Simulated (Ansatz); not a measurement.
```xyz
16
Lattice="0.0000 4.6101 4.6101 4.6101 0.0000 4.6101 4.6101 4.6101 0.0000" Properties=species:S:1:pos:R:3 pbc="T T T"
Zr     0.0000    -0.0184     0.0000
Zr     2.3235     2.3051     0.0000
Zr     2.3051     0.0000     2.3051
Zr     4.6101     2.3051     2.2866
Zr     0.0000     2.3051     2.3235
Zr     2.3051     4.6101     2.3051
Zr     2.2866     2.3051     4.6101
Zr     4.6101     4.6285     4.6101
N      2.3051     2.3051     2.3051
N      4.6101     4.6101     2.3051
N      4.6101     2.3051     4.6101
N      6.9152     4.6101     4.6101
N      2.3051     4.6101     4.6101
C      4.6101     6.9152     4.6101
N      4.6101     4.6101     6.9152
N      6.9152     6.9152     6.9152
```

The mixing enthalpy is taken against the end members in the rock salt type, relaxed in the same cell and mesh.

Level of theory: PBE (plane waves to 420 eV, PAW; Ansatz, a first-principles code). Scalar-relativistic, without spin–orbit coupling. Its k-point mesh 5×5×5, Fermi–Dirac width 0.05 eV.

**Question.** Give the composition and order of this alloy cell, and its volume, bond lengths and mixing enthalpy.

**Answer.** A 16-atom cell of Zr(N,C) started in the rock salt structure, site fractions N 0.875, C 0.125, short-range order -0.14 in the first shell of the mixed sites (0 is random, a negative value favours unlike neighbours), space group Fm-3m at the end, an ordered arrangement that its symmetry holds.
- volume per atom = 12.25 Å³
- N–Zr bonds = 2.308 Å on average, from 2.305 to 2.323 (42)
- C–Zr bonds = 2.287 Å on average, from 2.287 to 2.287 (6)
- mixing enthalpy per site of the mixed sublattice = -45 meV
- departure of the mean lattice parameter from Vegard's line = under 0.15 %, inside the noise of the relaxations
